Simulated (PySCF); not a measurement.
PySCF 2.14.0, unrestricted PBE/def2-svpd, df: Cl[C](Cl)Cl, charge 0, multiplicity 2, 4 atoms. The geometry is a generated start, not checked to be a minimum at this level.

* **task**: energy
* **method**: pbe
* **basis**: def2-svpd
* **two-electron scheme**: density fitting
* **mol.max_memory**: 3000 MB
* **mf.max_cycle**: 100
* **mf.conv_tol**: 1e-09 (default)
* **mf.grids.level**: 3 (default)
* **basis functions**: 101
* **grid points**: 70760

```xyz
4

Cl    -1.0846    -1.2801    -0.0686
C      0.0021     0.0010     0.2510
Cl     1.6486    -0.2992    -0.1019
Cl    -0.5661     1.5784    -0.0805
```

Charge 0 and multiplicity 2 are set for this test and not shown to be the ground state.

With the defaults (mf.DIIS = CDIIS, mf.diis = true, mf.diis_space = 8, mf.diis_damp = 0, mf.init_guess = minao) it converges in 12 Fock builds. One run each on 2 threads, 1 BLAS thread, with these changes:
- mf.diis_space = 20
- mf.diis_damp = 0.3
- mf.DIIS = EDIIS
- mf.diis_space = 3
- mf.diis_space = 5
- mf.init_guess = huckel
- mf.init_guess = 1e
- mf.diis = false
- mf.diis_space = 12

Problem. Which of these changes keep the SCF from converging, or lead it to another solution?

Solution. No convergence: mf.DIIS = EDIIS; mf.diis = false (the run ends without SCF convergence in 100 cycles). The rest reach the solution of the defaults.

```
setting                 Fock builds             end
----------------------  -----------  --------------
the defaults                     12   same solution
mf.diis_space = 20               12   same solution
mf.diis_damp = 0.3               12   same solution
mf.diis_space = 12               12   same solution
mf.diis_space = 5                13   same solution
mf.diis_space = 3                13   same solution
mf.init_guess = huckel           15   same solution
mf.init_guess = 1e               17   same solution
mf.DIIS = EDIIS                 101  no convergence
mf.diis = false                 101  no convergence
```
